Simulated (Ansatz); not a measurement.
Levels about the gap of amorphous Al28O43Na2 (73 atoms in a cell of 806 Å³, 3.07 g/cm³; zone centre alone, so wide bands show as single levels with stretches between that a denser mesh fills), at the geometry that PBE relaxed, where it gives 5.4 GPa on a denser mesh. The participation number counts the atoms over which a state spreads; weights are charges in smoothed Voronoi cells. The levels come from a single point, so bond lengths are those of that geometry. Method of the levels: PBE, scalar-relativistic without spin-orbit coupling (Ansatz, a program for electronic structure). Sampling: the zone centre alone; Fermi-Dirac width 0.02 eV; no spin polarisation. At PBE the levels at the filled edge of the gap are localised (band-tail or defect states).

The cell was made by melting and quenching with the CHGNet potential and then relaxed with DFT. O atoms were pushed apart under 1.9 Å during the dynamics, to hinder bonds among them. The hot cell started wider than the set density and was brought back towards it in steps. It is the lowest in DFT energy of 2 quenches. It is a model cell: composition and starting density were chosen by hand, and all elements were melted together. No dispersion term was used. Its density started from a set value of 3.07 and ended at 3.07 g/cm³. The simulated quench (nominally 410 K/ps over its main leg) is rapid and tends to freeze in more defects than a deposited or slowly cooled glass has. One small periodic cell is one sample of the glass; other quenches scatter about these values. The volume was held where the preparation left it and the shape relaxed, at a PBE pressure of 5.4 GPa. Stress components on the final sampling reach 5.4 GPa.

```csv
"E - E(highest filled), eV",filling,participation number,largest on,weight O,weight Al,weight Na
-0.40,filled,12.6,"O, 3 neighbours",0.94,0.06,0.00
-0.39,filled,24.3,"O, 3 neighbours",0.95,0.05,0.00
-0.36,filled,17.0,"O, 3 neighbours",0.94,0.05,0.00
-0.25,filled,10.2,"O, 4 neighbours",0.95,0.05,0.01
-0.19,filled,16.1,"O, 3 neighbours",0.95,0.05,0.00
-0.11,filled,11.0,"O, 3 neighbours",0.95,0.05,0.00
0.00,filled,5.1,"O, 3 neighbours",0.96,0.04,0.00
3.68,empty,62.0,"Na, 4 neighbours",0.58,0.36,0.06
5.67,empty,26.9,"Al, 5 neighbours",0.57,0.39,0.04
5.80,empty,37.6,"Al, 4 neighbours",0.62,0.36,0.02
5.97,empty,39.4,"Al, 4 neighbours",0.62,0.37,0.01
6.19,empty,30.0,"Na, 4 neighbours",0.58,0.29,0.13
6.30,empty,42.0,"O, 3 neighbours",0.64,0.34,0.02
```

Most localised among these is the filled level at +0.00 eV, on a O atom, which has 3 neighbours (Al 1.81 Å, Al 1.83 Å, Al 1.84 Å).
